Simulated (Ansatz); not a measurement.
ReB2 (P6_3/mmc), PBEsol, DFPT electron-phonon coupling, linearised Boltzmann equation (Ansatz, an electronic-structure program): phonon-limited resistivity 12.2 μΩ·cm at 300 K along x (a = (2.89, 0.00, 0.00) Å; b = (-1.45, 2.50, 0.00) Å; c = (0.00, 0.00, 7.45) Å), 17.7 μΩ·cm at 400 K, current-weighted mean free path 15.1 nm, Drude plasma energy 4.56 eV.

Problem. Estimate the electronic thermal conductivity at 300 K by the Wiedemann-Franz law (L₀ = 2.44×10⁻⁸ W·Ω/K²).

Solution. L₀T/ρ = 2.44×10⁻⁸ × 300/(12.2×10⁻⁸) = 60.0 W/(m·K). Inelastic scattering puts the true Lorenz number somewhat under L₀ near and below the Debye temperature.

Problem. What temperature coefficient of resistance follows, and how does it compare with 1/T?

Solution. (ρ₄₀₀ − ρ₃₀₀)/(100 K × ρ₃₀₀) = 4.51×10⁻³ K⁻¹, against 1/T = 3.33×10⁻³ K⁻¹ for a resistivity proportional to T. It lies higher because phonons are still being populated at 300 K; impurities would add a constant and lower it.

Problem. What Drude relaxation time do resistivity and plasma energy imply?

Solution. ω_p = 6.93e15 s⁻¹, so τ = 1/(ε₀ ω_p² ρ) = 19.3 fs, a damping ħ/τ of 34.1 meV.

A metal at this level (no band gap). Only scattering by harmonic phonons is included (no impurities, grain boundaries, electron-electron scattering or thermal expansion). Spin-orbit coupling is left out, which matters with elements this heavy. Halving the electron mesh (32x32x12) moves the resistivity by up to 1 % at 300 K, the mean free path by up to 5 %. Smearing 0.20 eV; phonons on a 6x6x2 q mesh, which this run doesn't test.

Formula and space group known from diffraction (Crystallography Open Database), not checked to be the room-temperature form: ReB2 (P6_3/mmc).
